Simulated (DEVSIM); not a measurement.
System: Co/Si3N4/p-Ge capacitor, at 300 K.

Layer 1 from the left is Si3N4, thickness (nm) 5.00. Layer 2 from the left is Ge, thickness (nm) 2100, Na (cm⁻³) 8e16.

Metal gate on the left, work function 5 eV. Fixed charge at the semiconductor interface 2.8e12 cm⁻² (in units of +e); no interface traps.

The device is made up for the run: typed textbook-type constants, with dimensions and the other settings drawn at random. Values at 300 K.

Si3N4: gap (eV) 5.1, affinity (eV) 2.1, permittivity 7.5. Ge: gap (eV) 0.664, affinity (eV) 4, permittivity 16, Nc (cm⁻³) 1.04e19, Nv (cm⁻³) 6e18.

### Question
Estimate by hand the flat-band voltage, the threshold voltage, and compare with a numerical solution.

### Answer

- Flat-band voltage: C = 1.33 μF/cm², work-function difference 0.448 V; VFB = φms − qNf/C = 0.11 V; numerical 0.11 V.
- Threshold voltage: φF = 0.213 V, depletion charge √(4εqNφF) = 1.24e-7 C/cm²; VT = VFB + 2φF + Qd/C = 0.63 V; numerical 0.63 V.

Model (solved in DEVSIM): 1D Poisson equation in equilibrium, Boltzmann statistics, complete ionisation; no quantum confinement or tunnelling. Metal contacts follow the ideal Schottky-Mott rule: no Fermi-level pinning, no interface dipoles.
